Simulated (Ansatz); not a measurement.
Consider a periodic stack without vacuum, bcc W (1 1 1) on zinc-blende CdTe (1 1 1) (film strained to the substrate, started from cuts of the bulks and a machine-learned relaxation; slabs Cd4Te4 and W10, which can lie off the formulas): substrate slab Cd4Te4, film W10, surface cells [[0, 1], [-1, 0]] and [[1, -1], [0, 1]], film strained by +3.9 and +3.9 %, outermost planes Cd/Te and W/W as cut, which need not be the usual terminations and can put a slab off its formula. Its start:

```
CELL_PARAMETERS angstrom
      4.68105     0.00000    -0.00540
     -2.34052     4.05391     0.02976
      1.53274     0.86064    24.16035
ATOMIC_POSITIONS crystal
  Cd 0.47125 0.58005 0.02320
  Cd 0.67872 0.21472 0.19325
  Cd 0.94453 0.85484 0.35010
  Cd 0.22835 0.43780 0.50856
  Te 0.78957 0.24632 0.06598
  Te 0.99543 0.87203 0.23122
  Te 0.25888 0.51061 0.39177
  Te 0.57170 0.05375 0.56605
  W  0.37139 0.17406 0.66975
  W  0.05625 0.51574 0.63329
  W  0.01094 0.48428 0.73740
  W  0.69681 0.82860 0.69501
  W  0.64368 0.79263 0.80570
  W  0.32414 0.13567 0.77802
  W  0.27105 0.10007 0.88981
  W  0.95724 0.44674 0.84724
  W  0.90632 0.40584 0.95072
  W  0.59504 0.76235 0.91306
```

The start was prepared with a machine-learned potential, and the result is one local minimum, with the in-plane cell held and forces under 0.04 eV/Å; the film can end far from its bulk form.

Calculation: PBE (plane waves to 420 eV, PAW; Ansatz, a first-principles code). Spin–orbit coupling is left out; the runs are not spin-polarised. Its k-point mesh 8×8×1, Fermi–Dirac width 0.05 eV.

Question: Predict the relaxed interface.

Answer: 
| Quantity | Value |
|---|---|
| interface area | 19.0 Å² |
| period | 24.40 Å |
| heights between the nearest atoms of the two slabs at the two interfaces | 1.84 and 1.93 Å |
| Cd–W contacts across the interfaces within 1.22 times the sum of covalent radii | 5, mean 3.16 Å |
| Te–W contacts across the interfaces within 1.22 times the sum of covalent radii | 5, mean 3.12 Å |
